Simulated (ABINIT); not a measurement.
A self-consistent single point of MnS (Fm-3m, 4 atoms in the cell) with ABINIT.

Method: PBE, PAW (JTH v2.0 PBE PAW) (plane waves; ABINIT 10.0.3).

The change in words: lattice scaled by 0.98. Reference geometry:
```
CELL_PARAMETERS angstrom
      5.22000     2.61000     2.61000
      2.61000     5.22000     2.61000
      2.61000     2.61000     5.22000
ATOMIC_POSITIONS crystal
  Mn 0.00000 0.00000 0.00000
  Mn 0.50000 0.50000 0.50000
  S  0.25000 0.25000 0.25000
  S  0.75000 0.75000 0.75000
```
Moments meant for the start (each program seeds them in its own way; μB, in the order of the atoms Mn Mn S S): 5.0 -5.0 0.0 0.0.

Reference input (self-consistent single point, DFT, PBE, plane waves, PAW (JTH v2.0 PBE PAW)): pseudos = [Mn.GGA_PBE-JTH.xml, S.GGA_PBE-JTH.xml]; ecut = 60 Ry; pawecutdg = 120 Ry; pawxcdev = 0; ixc = 11; nsppol = 2; occopt = 3; tsmear = 0.02 eV; ngkpt = 4 4 4; nshiftk = 1; shiftk = 0 0 0; potentials = JTH v2.0 PBE PAW. This run's input differs from it in these lines:

```diff
@@ -5,5 +5,5 @@
 rprim
-         5.2200000000    2.6100000000    2.6100000000
-         2.6100000000    5.2200000000    2.6100000000
-         2.6100000000    2.6100000000    5.2200000000
+         5.1156000000    2.5578000000    2.5578000000
+         2.5578000000    5.1156000000    2.5578000000
+         2.5578000000    2.5578000000    5.1156000000
 natom 4
```

The program printed (abridged):

```
--- !BeginCycle
solver: {iscf: 17, nstep: 80, nline: 4, wfoptalg: 10, }
tolerances: {toldfe: 1.00E-09, }
...

     iter   Etot(hartree)     deltaE(h) residm    nres2    magn
 ETOT  1  -229.45170509236    -2.29E+02 7.22E+00 4.17E+03 0.319
 ETOT  2  -236.69981151532    -7.25E+00 1.71E-01 2.00E+04 0.115
 ETOT  3  -230.23279865527     6.47E+00 2.19E-01 2.49E+02 0.275
 ETOT  4  -230.56865118692    -3.36E-01 2.17E-01 4.08E+03 0.402
 ETOT  5  -230.35320148295     2.15E-01 5.33E-02 1.72E+02 0.063
   [... 13 lines left out ...]
 ETOT 19  -230.36576872919    -1.24E-07 2.28E-05 4.52E-06 0.000
 ETOT 20  -230.36576873838    -9.19E-09 7.71E-06 4.86E-07 0.000
 ETOT 21  -230.36576873913    -7.52E-10 7.51E-06 8.17E-08 0.000
 ETOT 22  -230.36576873936    -2.23E-10 2.53E-06 3.45E-08 0.000
 At SCF step   22, etot is converged :
  for the second time, diff in etot=  2.225E-10 < toldfe=  1.000E-09

 Cartesian components of stress tensor (hartree/bohr^3)
  sigma(1 1)= -3.79780858E-05  sigma(3 2)=  1.30347060E-05
  sigma(2 2)= -3.79780858E-05  sigma(3 1)=  1.30347060E-05
  sigma(3 3)= -3.79780858E-05  sigma(2 1)=  1.30347060E-05

 Integrated electronic and magnetization densities in atomic spheres:
 Radius=ratsph(iatom), smearing ratsm=  0.0000. Diff(up-dn)=approximate z local magnetic moment.
 Atom    Radius    up_density   dn_density  Total(up+dn)  Diff(up-dn)
    1   2.11192     8.528445     4.489996     13.018441     4.038450
    2   2.11192     4.490001     8.528450     13.018450    -4.038449
    3   1.90380     1.804266     1.804270      3.608536    -0.000003
   [... lines left out ...]
 Total magnetization (from the atomic spheres):            -0.000006
 Total magnetization (exact up - dn):                       0.000000
 Fermi (or HOMO) energy (eV) =   7.67714   Average Vxc (eV)= -10.78567
   [... lines left out ...]
'-kT*entropy'       : -2.04605422763927E-10
total_energy        : -2.30365767002253E+02
total_energy_eV     : -6.26857131410162E+03
...

-Cartesian components of stress tensor (GPa)         [Pressure=  1.1174E+00 GPa]
- sigma(1 1)= -1.11735367E+00  sigma(3 2)=  3.83494227E-01
- sigma(2 2)= -1.11735367E+00  sigma(3 1)=  3.83494227E-01
- sigma(3 3)= -1.11735367E+00  sigma(2 1)=  3.83494227E-01

 Calculation completed.
```

The run converged in 22 iterations. Against the reference run the free energy drops by 6.8 meV/atom, the pressure goes from -3.33 to 1.12 GPa and the gap on the mesh goes from 0.887 to 0.646 eV.

The starting cell has typed, rounded lattice constants, without a prior relaxation at this level. For this run, on top of that: lattice scaled by 0.98. The magnetic order is the one reached from the typed start; others were not searched systematically.

Cost on one core of a shared machine: roughly 5 min.
